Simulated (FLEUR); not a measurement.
Worked example: self-consistent single point of V (Im-3m, 1 atom in the cell) in FLEUR.

Computed with PBE, all-electron FLAPW (FLEUR), scalar-relativistic valence.

The change in words: lattice scaled by 0.98. Reference geometry:
```yaml
crystal:
  lattice:
    - [-1.50879, 1.50879, 1.50879]
    - [1.50879, -1.50879, 1.50879]
    - [1.50879, 1.50879, -1.50879]
  atoms:
    - { symbol: V, position: [0.00000, 0.00000, 0.00000] }
```

Reference input (self-consistent single point, DFT, PBE, all-electron FLAPW (FLEUR), scalar-relativistic valence): Kmax = 4 1/bohr; GmaxXC = 20 1/bohr; xcFunctional = pbe; jspins = 1; l_soc = F; mode = hist; fermiSmearingEnergy = 0.00367493 Htr; mesh (inpgen div1-3) = 15 15 15; inpgen gamma flag = false; Gmax = 20 1/bohr; numbands = 0; maxIterBroyd = 99. This run's input differs from it in these lines:

```diff
@@ -3,5 +3,5 @@
 &input film=f /
--2.8511961001 2.8511961001 2.8511961001
-2.8511961001 -2.8511961001 2.8511961001
-2.8511961001 2.8511961001 -2.8511961001
+-2.7941717246 2.7941717246 2.7941717246
+2.7941717246 -2.7941717246 2.7941717246
+2.7941717246 2.7941717246 -2.7941717246
 1.0
@@ -42,5 +42,5 @@
          <bravaisMatrix>
-            <row-1>   -2.8511961001000001     2.8511961001000001     2.8511961001000001</row-1>
-            <row-2>    2.8511961001000001    -2.8511961001000001     2.8511961001000001</row-2>
-            <row-3>    2.8511961001000001     2.8511961001000001    -2.8511961001000001</row-3>
+            <row-1>   -2.7941717246000000     2.7941717246000000     2.7941717246000000</row-1>
+            <row-2>    2.7941717246000000    -2.7941717246000000     2.7941717246000000</row-2>
+            <row-3>    2.7941717246000000     2.7941717246000000    -2.7941717246000000</row-3>
          </bravaisMatrix>
```

Output, abridged:

```
 Iteration:     1   Distance:      12.81382011 me/bohr^3
 Iteration:     2   Distance:      11.22487578 me/bohr^3
 Iteration:     3   Distance:       4.15490182 me/bohr^3
 Iteration:     4   Distance:       3.43312504 me/bohr^3
 Iteration:     5   Distance:       0.59935031 me/bohr^3
   [... 3 lines left out ...]
 Iteration:     9   Distance:       0.00170385 me/bohr^3
 Iteration:    10   Distance:       0.00006924 me/bohr^3
 Iteration:    11   Distance:       0.00013580 me/bohr^3
 Iteration:    12   Distance:       0.00000126 me/bohr^3
 Run finished successfully
 Stop message:
   Structural relaxation: Done

[file out, last iteration]
             iter=     13
[...]
          total density-effective poten   -1.5095372647E+03
          total charge density-energy d   -4.5458409208E+01
 Updated energy parameters for spin:           1
[...]
 fermi energy and band-weighting factors:
    0.578189    0.825041    0.825041

[...]
FERMIE:
          first approx. to ef    (T=0)  :   0.437255 htr   (energy of the highest occ. eigenvalue)
          number of occ. states  (T=0)  :        766
          first approx. to seigv (T=0)  :  -7.493831 htr
          sum of weights of occ. states :   6.502815
          sum of semicore charge        :   0.000000 e
FERHIS:  Fermi-Energy by histogram:
          bandgap                     :   0.000447 htr
   [... lines left out ...]
          charge neutrality (T=0)     :   0.005630    (zero if the highest occ. eigenvalue is "entirely" occupied)
     EF_NEWTON:  Adjust Fermi-Energy by Newton-Method.
 Direct bandgap for spin            1 :    5.8196174755791308E-003  Htr
   [... lines left out ...]
 ---->    (input%tkb*entropy) TS=              0.0019226955 htr
 ---->    free energy=                      -949.3242874648 htr
      extrapolation for T->0
 ---->    total electron energy=            -949.3233261171 htr
 ***** TOTAL FORCES ON ATOMS *****
 TOTAL FORCE FOR ATOM TYPE=  1  X=  0.000   Y=  0.000   Z=  0.000
                       FX_TOT= 0.000000 FY_TOT= 0.000000 FZ_TOT= 0.000000
 Structural relaxation: Done
```

The run converged in 12 iterations. FLEUR gives forces in its relaxation mode, with a further iteration, so its stop message speaks of a relaxation. Against the reference run the free energy rises by 12.0 meV/atom.

The starting cell has typed, rounded lattice constants, without a prior relaxation at this level. Its lattice was rescaled by a random factor within 2.5 % of one. For this run, on top of that: lattice scaled by 0.98. Spin polarisation is off. Values depend on the basis (sphere radii, cutoffs, local orbitals), which need not be converged. The log's line on a gap gives a spacing of levels on this mesh, which the program prints for metals too.
